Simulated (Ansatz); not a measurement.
An Ansatz (an electronic-structure program) input (r2SCAN/PAW in Ansatz, spin-orbit coupling left out):

Ansatz 0.2 input:
```yaml
crystal:
  lattice:
    - [0, 1.8048689576, 1.8048689576]
    - [1.8048689576, 0, 1.8048689576]
    - [1.8048689576, 1.8048689576, 0]
  atoms:
    - { symbol: N, position: [0.25, 0.25, 0.25] }
    - { symbol: B, position: [0, 0, 0] }
basis: { ecutwfc: 500, ecutrho_ratio: 4, xc_grid: 4, fft_grid_basis: typed }
kpoints: { mp_grid: { grid: [16, 16, 16] } }
hamiltonian:
  xc: r2scan
  dispersion: none
  pseudopotentials: { kind: paw }
scf: { occupations: { method: fermi_dirac, width: 0.05 }, convergence: { dr2_threshold: 0.0000000002 } }
output: { forces: true, stress: true }
checkpoint: { write: state.ck, write_every: 1000 }
```

Task: Which symmetry and how many k-points will the program report, and about how many plane waves at Γ?

Result: Space group F-43m (ITA 216) with 24 operations, k-points 145 of 4096, and 307 plane waves at Γ.

No phonon test of stability was made. The cell was made from AsN by this change: As → B.
